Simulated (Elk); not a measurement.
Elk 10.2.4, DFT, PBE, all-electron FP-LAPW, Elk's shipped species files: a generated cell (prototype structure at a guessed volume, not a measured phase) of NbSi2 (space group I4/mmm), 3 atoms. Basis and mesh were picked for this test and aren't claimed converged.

* **cell**: 4.62, 4.62, 4.62 Å; 138.6, 138.6, 60°
* **task**: ground state
* **xctype**: 20
* **swidth**: 0.001 Hartree
* **k mesh (ngridk)**: 7×7×7
* **maxscl**: 100
* **rgkmax**: 7 (default)
* **empty states an atom (nempty)**: 4 (default)
* **epspot (Hartree)**: 1e-06 (default)
* **epsengy (Hartree)**: 0.0001 (default)
* **k-points after symmetry**: 40
* **largest matrix size**: 166
* **valence states**: 23

Settings of this run: mixtype = 0, beta0 = 0.1, tefvit = false; 4 threads, 1 BLAS thread.

| loop | total energy (Hartree) | RMS change in potential |
|---|---|---|
| 1 | -4398.16927563 | - |
| 2 | -4400.97308080 | 0.4750107285 |
| 3 | -4402.74292582 | 0.4232890632 |
| 4 | -4403.75719198 | 0.3797643797 |
| 5 | -4404.26494315 | 0.3417463665 |
| 6 | -4404.44899229 | 0.3078619489 |
| 7 | -4404.43345100 | 0.2773870154 |
| 8 | -4404.30065347 | 0.2498888434 |
| 9 | -4404.10385012 | 0.2250611041 |
| 10 | -4403.87645131 | 0.2026530412 |
| 11 | -4403.63884419 | 0.1824419241 |
| 12 | -4403.40312198 | 0.1642236537 |
| 13 | -4403.17619961 | 0.1478099887 |
| 14 | -4402.96179477 | 0.1330277725 |
| … | … | … |
| 51 | -4400.78822393 | 0.2693130164E-02 |
| 52 | -4400.78324977 | 0.2423830419E-02 |
| 53 | -4400.77876931 | 0.2181457918E-02 |
| 54 | -4400.77473360 | 0.1963318193E-02 |
| 55 | -4400.77109848 | 0.1766988828E-02 |
| 56 | -4400.76782408 | 0.1590289596E-02 |
| 57 | -4400.76487502 | 0.1431258551E-02 |
| 58 | -4400.76221851 | 0.1288128173E-02 |
| … | … | … |
| 93 | -4400.73878669 | 0.3218166776E-04 |
| 94 | -4400.73872587 | 0.2896024569E-04 |
| 95 | -4400.73867072 | 0.2606086646E-04 |
| 96 | -4400.73862163 | 0.2345132592E-04 |
| 97 | -4400.73857717 | 0.2110336920E-04 |
| 98 | -4400.73853744 | 0.1899144050E-04 |
| 99 | -4400.73850094 | 0.1709008260E-04 |
| 100 | -4400.73846871 | - |

The run ended without self-consistency in 100 loops.

Problem. Which change of settings makes this cycle converge?

Solution. This is not unique; one that fits is mixtype = 1 (23 self-consistent loops), all else kept. The other changes of this size gave: beta0 = 0.3 (39). With more settings changed, the fewest of all runs of this system: mixtype = 3 (default), beta0 = not set, mixsdb = 12, broydpm = [0.4, 0.15] (default) (14). Counts are of single runs.
